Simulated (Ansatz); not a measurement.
# The (100) surface of zinc-blende InAs in its 1x1 cell (cut with top plane In, bottom plane In), relaxed from an ideal cut (the real face may reconstruct), outermost plane spacing 1.55 Å in the ideal cut (one of several cuts of this face), with 1 In a cell over the bulk's ratio

All values below come from PBE (plane waves to 420 eV, PAW; Ansatz, a first-principles code).

Model: 9-atom slab, As4In5, 12.4 Å thick at the start, 6x6x1 mesh, Fermi-Dirac 0.025 eV, dipole correction, all atoms relaxed; symmetry of the start imposed; spin-polarised from one start with parallel moments (other orders not tried), ending with about 0.6 μB a cell, a value that depends on the mesh; orders that need a larger cell were not tried, no spin-orbit, no U. The slab shows no gap over 0.04 eV on its mesh.

```json
{
  "work_function_of_the_top_face": "4.41 eV",
  "energy_released_by_relaxation": "0.073 eV",
  "cost": "about 9 core-minutes (a rough figure)"
}
```
